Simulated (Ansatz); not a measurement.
Input:

End structure of a constructed model of the (111) surface of germanium, (√3x√3)R30° Pb adatom at H3 (bottom of the slab: 3 H on 3 bottom sites):

```xyz
28
Lattice="6.1094 3.5273 0.0000 -6.1094 3.5273 0.0000 0.0000 0.0000 30.0000" Properties=species:S:1:pos:R:3 pbc="T T T"
Ge     0.0000     0.0000     9.6585
Ge    -2.0365     3.5273     9.6585
Ge     2.0365     3.5273     9.6585
Ge    -4.0729     2.3515    10.4899
Ge     0.0000     2.3515    10.4899
Ge     4.0729     2.3515    10.4899
Ge    -4.0650     2.3470    12.9684
Ge    -0.0079     2.3470    12.9684
Ge     4.0729     2.3606    12.9684
Ge    -2.0365     1.1758    13.8470
Ge     2.0365     1.1758    13.7829
Ge     0.0000     4.7030    13.7829
Ge    -2.0365     1.1758    16.3663
Ge     2.0365     1.1758    16.2667
Ge     0.0000     4.7030    16.2667
Ge     0.0372    -0.0215    17.1308
Ge    -2.0365     3.5702    17.1308
Ge     1.9993     3.5058    17.1308
Ge     0.0060    -0.0034    19.6464
Ge    -2.0365     3.5342    19.6464
Ge     2.0305     3.5238    19.6464
Ge    -4.0286     2.3259    20.5638
Ge    -0.0443     2.3259    20.5638
Ge     4.0729     2.4027    20.5638
H      0.0097    -0.0056     8.0997
H     -2.0365     3.5385     8.0997
H      2.0268     3.5217     8.0997
Pb    -2.0365     1.1758    22.4431
```

Slab: 28 atoms, 13.8 Å thick at the start with caps and adatoms (thin: gaps and levels are the slab's own); k 5x5x1, smearing 0.025 eV, dipole-corrected; 6 atoms held, the rest relaxed; symmetry of the start imposed; spin-polarised, no spin-orbit, no U. The slab shows no gap on its mesh. The starting moment vanished. In PBE it lies 0.09 eV a 1x1 cell over the lowest computed structure of the same composition ((√3x√3)R30° Pb adatom at T4).

**Question.** What is the computed work function of the top face (PBE in Ansatz, a quantum-chemistry and plane-wave program)?

**Answer.** 3.73 eV
